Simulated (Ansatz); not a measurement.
The starting structures come from a database of crystals and need not be the phases stable at ambient conditions.

Inside the gap of an insulator the Bloch states are evanescent, with a wavenumber k + iκ along the transport direction.

Input:

```
ZrO2
1.0
    5.09813     0.00000     0.00000
    0.00000     5.27144     0.00000
    0.00000     0.00000    10.09309
Zr O
8 16
Cartesian
  1.25898   5.09168   3.88029
  3.83915   0.17976   6.21280
  1.29008   2.45596   6.21280
  3.80805   2.81548   3.88029
  3.80805   0.17976   1.16626
  1.29008   5.09168   8.92683
  3.83915   2.81548   8.92683
  1.25898   2.45596   1.16626
  1.89747   3.29618   2.92619
  3.20066   1.97526   7.16690
  0.65159   0.66046   7.16690
  4.44654   4.61098   2.92619
  4.44654   1.97526   2.12036
  0.65159   3.29618   7.97273
  3.20066   4.61098   7.97273
  1.89747   0.66046   2.12036
  0.01295   1.37706   4.82036
  5.08518   3.89438   5.27273
  2.53612   4.01278   5.27273
  2.56201   1.25866   4.82036
  2.56201   3.89438   0.22619
  2.53612   1.37706   9.86690
  5.08518   1.25866   9.86690
  0.01295   4.01278   0.22619
```

Space group of this cell: Pbca. The cell is taken as given.

Transport runs along the normal of the first two printed cell vectors.

No gap correction and no spin-orbit coupling; mid-gap values are interpolated between computed energies.

### Question
Give the band gap and the smallest decay constant κ at mid-gap that r2SCAN in Ansatz (a first-principles code) yields.

### Answer
Gap 4.29 eV on a 6×6×4 mesh; κ = 0.402 1/Å, at the zone centre.
